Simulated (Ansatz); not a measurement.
Base system: Zr in the hcp (Mg type) structure (space group P6_3/mmc, No. 194; a = 3.182 Å, c = 5.124 Å; relaxed with 0.1 eV smearing).

Method: Ansatz (a first-principles code) PBEsol, without spin-orbit coupling.

Strains are applied to the cell and any free atomic positions relax.

One change was made to it. Results:

| quantity | base | after |
|---|---|---|
| pressure (mean of the normal stresses, compression positive) | 0.0 GPa | -6.5 GPa |
| energy relative to the base (free energy F) | 0 meV/atom | +37 meV/atom |

Question: What was done to the base?
(A) isotropic strain −2.50 %
(B) isotropic strain −0.50 %
(C) isotropic strain +2.50 %
(D) isotropic strain +1.50 %

Answer: C, isotropic strain +2.50 %. For comparison, the energy relative to the base in the other runs: isotropic strain −2.50 % gives +41 meV/atom; isotropic strain −0.50 % gives +1.6 meV/atom; isotropic strain +1.50 % gives +14 meV/atom.

Whether these cells are dynamically stable was not tested. All final runs are without spin polarisation.
